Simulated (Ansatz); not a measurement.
The structure below was relaxed with PBEsol (Ansatz, a program for electronic structure, PAW, without spin-orbit coupling), earlier PAW set.

```
V3As
1.0
    4.67206     0.00000     0.00000
    0.00000     4.67206     0.00000
    0.00000     0.00000     4.67206
V As
6 2
Direct
  0.25000   0.00000   0.50000
  0.75000   0.00000   0.50000
  0.00000   0.50000   0.25000
  0.00000   0.50000   0.75000
  0.50000   0.25000   0.00000
  0.50000   0.75000   0.00000
  0.00000   0.00000   0.00000
  0.50000   0.50000   0.50000
```

Find the space group and the Wyckoff positions.

Space group Pm-3n (No. 223); a = b = c = 4.6721 Å, α = β = γ = 90.00°

| atom | site | symmetry | x | y | z |
|---|---|---|---|---|---|
| V | 6c | -4m.2 | 0.0000 | 0.5000 | 0.2500 |
| As | 2a | m-3. | 0.0000 | 0.0000 | 0.0000 |

Stability against distortions was not tested. Seeded moments were not kept for Si → As. The final runs are not spin-polarised. The cell was made from V3Si by this change: Si → As; the result is a model cell, its experimental status unchecked.
